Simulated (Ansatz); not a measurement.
Start from CaZrF6 (space group Fm-3m, No. 225; a = 8.511 Å; a cell from a computed database, its experimental status unchecked).

Levels (all Ansatz, a first-principles code, PAW): PBEsol (420 eV, no SOC); r2SCAN (500 eV, scalar-relativistic without spin-orbit coupling); HSE06 (420 eV, no SOC).

One geometry, relaxed with PBEsol, under each level:

```csv
level,band gap,lowest conduction level above the VBM at special points,pressure
PBEsol,7.01 eV,Γ 7.01 eV; X 7.04 eV; U 7.15 eV; K 7.15 eV,0.00 GPa
r2SCAN,7.75 eV,Γ 7.75 eV; X 7.78 eV; U 7.88 eV; K 7.88 eV,0.64 GPa
HSE06,…,…,–
```

**Question.** Give the withheld HSE06 results.

**Answer.** 
- HSE06, band gap: 9.31 eV
- HSE06, lowest conduction level above the VBM at special points: Γ 9.31 eV; X 9.34 eV; U 9.44 eV

Single points use the geometry relaxed with PBEsol. Their cutoffs differ, which shifts pressures a little. Whether these cells are dynamically stable was not tested.
